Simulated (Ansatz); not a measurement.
Input and output of a self-consistent single point for a (001) slab of Cr (cut from a parent of space group no. 194; 4 atoms in the cell) (Ansatz, an electronic-structure program).

Computed with LDA (PW92), default PAW files made with PBE (plane waves; Ansatz).

The change in words: vacuum of 5 angstrom (first run: 14 Å). Reference geometry:
```
Cr
1.0
    2.43626     0.00000     0.00000
   -1.21813     2.10986     0.00000
    0.00000     0.00000    20.70230
Cr
4
Direct
  0.33333   0.66667   0.33813
  0.66667   0.33333   0.44604
  0.33333   0.66667   0.55396
  0.66667   0.33333   0.66187
```

Reference input (self-consistent single point, DFT, LDA (PW92), plane waves, default PAW files made with PBE): basis.ecutwfc = 420 eV; kpoints.mp_grid.grid = 14 14 1; hamiltonian.xc = lda; hamiltonian.pseudopotentials = {kind: paw} (the program's default PAW files); scf.occupations.method = gaussian; scf.occupations.width = 0.1 eV. This run's input differs from it in these lines:

Ansatz 0.2 input:
```diff
@@ -4,8 +4,8 @@
     - [-1.21813000, 2.10986200, 0.00000000]
-    - [0.00000000, 0.00000000, 20.70229900]
+    - [0.00000000, 0.00000000, 11.70228600]
   atoms:
-    - { symbol: Cr, position: [0.33333300, 0.66666700, 0.33812700] }
-    - { symbol: Cr, position: [0.66666700, 0.33333300, 0.44604200] }
-    - { symbol: Cr, position: [0.33333300, 0.66666700, 0.55395800] }
-    - { symbol: Cr, position: [0.66666700, 0.33333300, 0.66187300] }
+    - { symbol: Cr, position: [0.33333300, 0.66666700, 0.21363300] }
+    - { symbol: Cr, position: [0.66666700, 0.33333300, 0.40454400] }
+    - { symbol: Cr, position: [0.33333300, 0.66666700, 0.59545600] }
+    - { symbol: Cr, position: [0.66666700, 0.33333300, 0.78636700] }
 basis:
```

Output (repeated stretches shortened):

```
SCF iter   1: F=—  HF=-13288.659898 eV  |F-HF|=—  |Δ(HF+E_count)|=         —  Δρ=1.73e-2  dr2=8.76e-1  ethr=1.77e-3  ⟨swp⟩=4.8  Hψ=2843  notcnv=0
all-band conjugate gradients solve this SCF's bands
preconditioner: auto → LDOS
SCF iter   2: F=—  HF=-13288.644390 eV  |F-HF|=—  |Δ(HF+E_count)|=   1.55e-2  Δρ=8.28e-3  dr2=6.21e-2  ethr=1.56e-3  ⟨swp⟩=2.0  Hψ=1110  notcnv=0  defer=15
   [... lines left out ...]
SCF iter   5: F=—  HF=-13288.635582 eV  |F-HF|=—  |Δ(HF+E_count)|=   4.21e-5  Δρ=2.43e-4  dr2=8.39e-5  ethr=1.29e-6  ⟨swp⟩=2.0  Hψ=1059  notcnv=0  defer=15
SCF iter   6: F=—  HF=-13288.635580 eV  |F-HF|=—  |Δ(HF+E_count)|=   1.33e-6  Δρ=9.91e-5  dr2=1.71e-5  ethr=1.50e-7  ⟨swp⟩=2.1  Hψ=1142  notcnv=0  defer=14
SCF iter   7: F=—  HF=-13288.635580 eV  |F-HF|=—  |Δ(HF+E_count)|=   6.49e-7  Δρ=1.57e-5  dr2=1.21e-7  ethr=3.06e-8  ⟨swp⟩=2.0  Hψ=993  notcnv=0  defer=14
SCF iter   8: F=-13288.635580 eV  HF=-13288.635580 eV  |F-HF|=7.36e-9  |Δ(HF+E_count)|=   2.86e-9  Δρ=4.42e-6  dr2=1.33e-8  ethr=1.79e-10  ⟨swp⟩=7.9  Hψ=3295  notcnv=0
SCF 1 converged in 8 iterations: F = -13288.635580 eV  dr2 = 1.33e-8
Free energy (F): -13288.635580 eV
Internal energy: -13288.600193 eV  (E = F + TS)
E sigma→0 (E₀):  -13288.617887 eV
Entropy (-TS):   -0.035386 eV (-8.847 meV/atom)
Fermi energy:    13.457379 eV
--- Forces (eV/Å), atoms counted from 1 ---
  atom   1  Cr     0.00000000    -0.00000000     0.47251126
  atom   2  Cr     0.00000000    -0.00000000    -0.01036830
  atom   3  Cr    -0.00000000     0.00000000     0.01036830
  atom   4  Cr    -0.00000000     0.00000000    -0.47251126
--- Stress (GPa, compression-positive) ---
       -9.627289       0.000000      -0.000000
        0.000000      -9.627289       0.000000
       -0.000000       0.000000     -11.728038
  P = ⅓ Tr σ = -10.3275 GPa (-103.275 kbar)
  The stress holds the Pulay correction. Without it, at fixed plane waves, as pw.x and ABINIT print it: P = -10.4430 GPa
```

The run converged in 8 iterations. Against the reference run the free energy falls by 16.0 meV/atom and the largest force goes from 0.571 to 0.473 eV/Å.

The starting cell comes from a database of computed structures (which also holds hypothetical and non-ambient phases and stackings), without a prior relaxation at this level. The slab is cut from that crystal, and its faces are unrelaxed. Its lattice was rescaled by up to half a per cent. Spin polarisation is off.
